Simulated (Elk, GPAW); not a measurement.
An Elk input for a self-consistent single point of La2Mg (C2/c, 6 atoms in the cell) (DFT, LDA (PW92), all-electron FP-LAPW, Elk's shipped species files, APW+lo basis with extra local orbitals):

```
tasks
  0

xctype
  3

tforce
  .true.

rgkmax
  7.5

gmaxvr
  18.0

lmaxapw
  10

lmaxo
  8

nxlo
  2

lorbcnd
  .true.

lradstp
  2

nrmtscf
  2.0

lmaxi
  4

stype
  0

swidth
  0.00734986

avec
   10.0895293486   -5.9091717020    0.0000000000
   10.0895293486    5.9091717020    0.0000000000
   -6.6636448572    0.0000000000   10.6850897648

atoms
  2   : nspecies
  'La.in'   : spfname
  4   : natoms; atposl, bfcmt below
  0.7583800000  0.5817800000  0.7459800000    0.0 0.0 0.0
  0.2416200000  0.4182200000  0.2540200000    0.0 0.0 0.0
  0.4182200000  0.2416200000  0.7540200000    0.0 0.0 0.0
  0.5817800000  0.7583800000  0.2459800000    0.0 0.0 0.0
  'Mg.in'   : spfname
  2   : natoms; atposl, bfcmt below
  0.9223800000  0.0776200000  0.2500000000    0.0 0.0 0.0
  0.0776200000  0.9223800000  0.7500000000    0.0 0.0 0.0

ngridk
  4 4 3
```

Q: Give the GPAW input for the same structure, mesh, smearing and functional.

A: One input that does it (others would too):

```python
from ase import Atoms
from ase.units import GPa
from gpaw import GPAW, PW

atoms = Atoms(['La', 'La', 'La', 'La', 'Mg', 'Mg'],
              cell=[[5.339149, -3.126999, 0.000000],
                    [5.339149, 3.126999, 0.000000],
                    [-3.526249, 0.000000, 5.654306]],
              positions=[[4.524803, -0.552228, 4.217999],
                         [2.627246, 0.552228, 1.436307],
                         [0.864122, -0.552228, 4.263460],
                         [6.287927, 0.552228, 1.390846],
                         [4.457587, -2.641564, 1.413577],
                         [2.694462, 2.641564, 4.240730]],
              pbc=True)

calc = GPAW(mode=PW(800),
            xc='LDA',
            kpts={'size': (4, 4, 3), 'gamma': True},
            occupations={'name': 'methfessel-paxton', 'width': 0.2, 'order': 0},
            nbands=-14,
            convergence={'forces': 0.001},
            symmetry={'symmorphic': False, 'tolerance': 0.0005},
            maxiter=150,
            txt='-')

atoms.calc = calc

energy = atoms.get_potential_energy()
print('Energy (eV):', round(energy, 6))
forces = atoms.get_forces()
print('Forces (eV/Ang):')
print(forces.round(5))
stress = atoms.get_stress()
print('Stress (GPa, Voigt):', (stress / GPa).round(4))
```

Basis, cutoffs, solver keys and any potentials are the target program's own. This input uses DFT LDA (Perdew-Wang 92), plane waves, GPAW PAW datasets LDA (gpaw-data 1.0.1). LDA parametrisations can differ slightly between programs.

The starting cell comes from a database of computed structures (which also holds hypothetical and non-ambient phases and stackings), without a prior relaxation at this level. Its lattice was rescaled by a random factor within 2.5 % of one.
